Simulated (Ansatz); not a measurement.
Defect migration in zinc-blende GaAs: As vacancy, charge state +3. These are PBE, PAW (plane waves to 420 eV; Ansatz, a quantum-chemistry and plane-wave program) values and carry that method's errors.

Cell of 64 host sites held at the relaxed PBE lattice; one k-point at (0.250, 0.250, 0.250); Fermi-Dirac width 0.05 eV, spin-restricted; finite-size errors left in. No zero-point or tunnelling terms. PBE gaps are too small, and in this host the defect's levels may merge with the bands. The charge state is imposed; whether it is stable for some Fermi level was not computed. Forms of the defect that were not tried may lie lower.

Barriers: single points on a 2×2×2 k-point mesh shifted by half a step at the bands' geometries (they differ from the bands' own by up to 0.13 eV, and are uncertain by about as much).

The step: a nearby As atom hops onto the vacant site; the atom moves 4.17 Å along (0.00, -0.51, -0.51) of the unit cell; the moving atom starts with neighbours Ga at 2.42, 2 Ga at 2.49, Ga at 2.51 Å and ends with Ga at 2.43, 2 Ga at 2.49, Ga at 2.51 Å.

Problem. What migration barrier of this step does PBE, PAW give?

Solution. 1.95 eV, the same both ways. At the saddle the moving atom has neighbours Ga at 2.39, Ga at 2.76, Ga at 2.80, Ga at 2.99, Ga at 3.02 Å. The program found a first-order saddle point.
